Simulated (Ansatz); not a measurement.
SrTiO₃ under load (space group Pm-3m), PBEsol with spin-orbit coupling, rigid bands in Ansatz (a quantum-chemistry and plane-wave program). Condition of this run: hydrostatic pressure -2 GPa (the target of the relaxation). Band gap 1.82 eV, N_c = 5.66e19 cm⁻³ and N_v = 2.37e20 cm⁻³ at 300 K, conductivity masses of 0.659 mₑ (electrons) and 1.88 mₑ (holes). Take k_BT = 0.02585 eV.

Question: Find the intrinsic carrier density and the intrinsic Fermi level.

Answer: n_i = √(N_c N_v) exp(−E_g/2k_BT) = 1.16e20 × exp(−35.20) = 6.0e4 cm⁻³. The level lies (k_BT/2) ln(N_v/N_c) = 19 meV from mid-gap (positive towards the conduction band). Each 0.1 eV added to the gap lowers n_i by a factor of 6.9.

Question: What built-in voltage has an abrupt junction with N_A = 1e16 and N_D = 1e17 cm⁻³, all dopants ionised?

Answer: V_bi = E_g/e − (k_BT/e) ln(N_c N_v/(N_A N_D)) = 1.82 − 0.02585 × 16.41 = 1.40 V, for the computed gap.

Question: A film of it is 2 nm thick. Estimate the confinement energies in an infinite well.

Answer: ħ²π²/(2m t²) = 0.376 eV·nm²/(m/mₑ × t²) gives 143 meV for electrons and 50.0 meV for holes, so the gap would widen to about 2.01 eV. Finite barriers and nonparabolic bands lower this, and with several valleys or bands the heaviest mass along the normal sets the lowest level, not this average.

Rigid bands with the computed gap; masses take one relaxation time for all states.
